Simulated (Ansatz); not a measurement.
The starting structures come from a database of crystals and need not be the phases stable at ambient conditions.

 Where the default PAW files enter, the runs use the earlier of Ansatz's two default sets.

The decay constant κ of evanescent states in the gap governs leakage through a thin film.

Here is the system:

```xyz
12
Lattice="5.2606 0.0000 0.0000 0.0000 5.2606 0.0000 2.6303 -2.6303 5.4988" Properties=species:S:1:pos:R:3 pbc="T T T"
Ca     2.6303     0.0000     2.7494
Ca     0.0000     0.0000     0.0000
Zn     5.2606     2.6303     2.7494
Zn     2.6303     2.6303     0.0000
F      4.3169     3.9943     1.7639
F      3.8965    -0.9437     4.5133
F      0.9437     1.2662     1.7639
F      6.6246     0.9437     4.5133
F      3.5740     1.2662     0.9855
F      6.6246    -1.6866     3.7349
F      1.6866     3.9943     0.9855
F      3.8965     1.6866     3.7349
```

Space group of this cell: I4_1/a. The cell is taken as given.

Transport runs along the normal of the first two printed cell vectors, the (001) plane of the conventional cell.

No gap correction and no spin-orbit coupling; mid-gap values are interpolated between computed energies.

Give the band gap and the smallest decay constant κ at mid-gap that r2SCAN (Ansatz, a program for electronic structure) yields.

Gap 6.05 eV on a 6×6×6 mesh; κ = 0.507 1/Å, at the zone centre.
